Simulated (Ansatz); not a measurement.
**A computed series for Si: element substitutions**

Start from Si (space group Ia-3, No. 206; a = 6.602 Å).

Each row replaces one element on all its sites; cell and atoms are relaxed.

The values are results of PBEsol in Ansatz (plane waves to 420 eV, PAW, without spin-orbit coupling), not measurements.

Only one of these changes the space group of the base. Which?
(A) Si → P
(B) Si → Ru
(C) Si → V

C, Si → V. Computed: Si → P: Ia-3 (No. 206); Si → Ru: Ia-3 (No. 206); Si → V: Ia-3d (No. 230)

Stability against distortions was not tested. As relaxed here, P, Ru and V are hypothetical phases, not in the database extracts checked. Starting moments died away, wholly or in part, for Si → V; another magnetic solution may exist. All final runs are without spin polarisation. This is not the structure that Si has at room temperature and ambient pressure.

Ansatz is a quantum-chemistry and plane-wave program.
